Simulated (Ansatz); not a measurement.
# W2C, pressure series

The parent structure is W2C (space group Pbcn, No. 60; a cell from a computed database, its experimental status unchecked).

```xyz
12
Lattice="4.7101 0.0000 0.0000 0.0000 6.0451 0.0000 0.0000 0.0000 5.1835" Properties=species:S:1:pos:R:3 pbc="T T T"
W      1.1506     0.7454     0.4194
W      3.5596     5.2997     4.7642
W      1.2045     2.2772     3.0111
W      3.5056     3.7679     2.1724
W      3.5056     2.2772     4.7642
W      1.2045     3.7679     0.4194
W      3.5596     0.7454     2.1724
W      1.1506     5.2997     3.0111
C      2.3551     0.7355     3.8876
C      2.3551     5.3096     1.2959
C      0.0000     2.2871     1.2959
C      0.0000     3.7580     3.8876
```

Cell and atoms are relaxed at each pressure.

The values are results of PBEsol, PAW, 420 eV (Ansatz, a program for electronic structure; without spin-orbit coupling), not measurements.

Notes on the quantities. enthalpy: H = E + PV relative to the base's energy.

| change | enthalpy | shortest interatomic distance | density |
|---|---|---|---|
| base | – | 2.096 Å | 17.09 g/cm³ |
| pressure −2 GPa | -0.15 eV/atom | 2.099 Å | 16.99 g/cm³ |
| pressure −1 GPa | -0.08 eV/atom | 2.098 Å | 17.04 g/cm³ |
| pressure 0.3 GPa | +0.02 eV/atom | 2.095 Å | 17.10 g/cm³ |
| pressure 0.7 GPa | +0.05 eV/atom | 2.095 Å | 17.12 g/cm³ |
| pressure 1.5 GPa | +0.11 eV/atom | 2.094 Å | 17.16 g/cm³ |
| pressure 3 GPa | +0.23 eV/atom | 2.091 Å | 17.23 g/cm³ |
| pressure 5 GPa | +0.38 eV/atom | 2.088 Å | 17.32 g/cm³ |
| pressure 7.5 GPa | +0.57 eV/atom | 2.084 Å | 17.44 g/cm³ |
| pressure 10 GPa | +0.76 eV/atom | 2.080 Å | 17.55 g/cm³ |

Load acts through the strain it causes; cell and atoms are relaxed under it. No phonon test of stability was made. Competing high-pressure phases were not computed. The final runs are not spin-polarised.
